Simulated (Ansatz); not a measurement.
The reference is CsHS (space group I4/m, No. 87; a cell from a computed database, its experimental status unchecked).

```yaml
crystal:
  lattice:
    - [-4.20091, 4.20091, 4.64983]
    - [4.20091, -4.20091, 4.64983]
    - [4.20091, 4.20091, -4.64983]
  atoms:
    - { symbol: Cs, position: [0.25000, 0.75000, 0.50000] }
    - { symbol: Cs, position: [0.75000, 0.25000, 0.50000] }
    - { symbol: Cs, position: [0.26991, 0.26991, 0.00000] }
    - { symbol: Cs, position: [0.73009, 0.73009, 0.00000] }
    - { symbol: H, position: [0.08872, 0.23852, 0.32723] }
    - { symbol: H, position: [0.91128, 0.76148, 0.67277] }
    - { symbol: H, position: [0.23852, 0.91128, 0.14980] }
    - { symbol: H, position: [0.76148, 0.08872, 0.85020] }
    - { symbol: S, position: [0.23641, 0.74880, 0.98521] }
    - { symbol: S, position: [0.76359, 0.25120, 0.01479] }
    - { symbol: S, position: [0.74880, 0.76359, 0.51240] }
    - { symbol: S, position: [0.25120, 0.23641, 0.48760] }
```

Cartesian axes are those of the cell as printed.

The values are results of PBE (Ansatz, a quantum-chemistry and plane-wave program; PAW; 420 eV plane waves; no spin-orbit coupling), not measurements.

Strains are applied to the cell and any free atomic positions relax; under biaxial strain the out-of-plane vector relaxes too.

One change was made to it. Results:

| quantity | base | after |
|---|---|---|
| band gap | 3.44 eV | 3.58 eV |
| pressure (mean of the normal stresses, compression positive) | 0.00 GPa | 1.13 GPa |

Task: Which of these changes matches the shifts?
(A) tensor shear ε_xy = −1.48 %
(B) uniaxial strain ε_yy = −4.43 %
(C) isotropic strain −2.03 %
(D) tensor shear ε_xz = −3.06 %
(E) biaxial strain −4.98 %, plane normal [001], relaxed out of plane

Result: E, biaxial strain −4.98 %, plane normal [001], relaxed out of plane. For comparison, the band gap in the other runs: tensor shear ε_xz = −3.06 % gives 3.44 eV; isotropic strain −2.03 % gives 3.46 eV; tensor shear ε_xy = −1.48 % gives 3.44 eV; uniaxial strain ε_yy = −4.43 % gives 3.46 eV.

No phonon test of stability was made.
